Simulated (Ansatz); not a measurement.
Results of r²SCAN+rVV10 (plane waves, PAW; Ansatz, a program for electronic structure) for cubic perovskite EuTiO3.

Run with plane-wave cutoff 560 eV, 14×14×14 k mesh, Fermi–Dirac smearing 0.05 eV, spin-polarised with parallel moments, scalar-relativistic PAW data made under PBE.

Energies at three volumes about the minimum:

```json
[
 {"V (Å³/atom)": "11.519", "E − E_lowest (meV/atom)": "3.06"},
 {"V (Å³/atom)": "11.754", "E − E_lowest (meV/atom)": "0.00"},
 {"V (Å³/atom)": "11.989", "E − E_lowest (meV/atom)": "2.82"}
]
```

Q: Fit a parabola by hand: where is the minimum, and what is the bulk modulus?

A: Slopes: (0.00 − 3.06)/(11.754 − 11.519) = -13.021 and (2.82 − 0.00)/(11.989 − 11.754) = 12.000 meV/Å³. Curvature E″ = 2 × (12.000 − (-13.021))/(11.989 − 11.519) = 106.472 meV/Å⁶. From the middle of the first interval, the slope vanishes at V0 = 11.6365 − (-13.021)/106.472 = 11.759 Å³/atom. B = V0 E″ = 11.759 × 106.472 meV/Å³ × 0.1602 GPa per meV/Å³ = 201 GPa. The full Birch–Murnaghan fit to all volumes gives V0 = 11.755 Å³/atom and B0 = 200 GPa.

Note: the magnetic order was assumed, not searched for or taken from measurement; the 4f shell is treated without U or exact exchange, so its levels and filling can be wrong; functionals without U or exact exchange can leave correlated insulators metallic, so the missing gap need not be real.
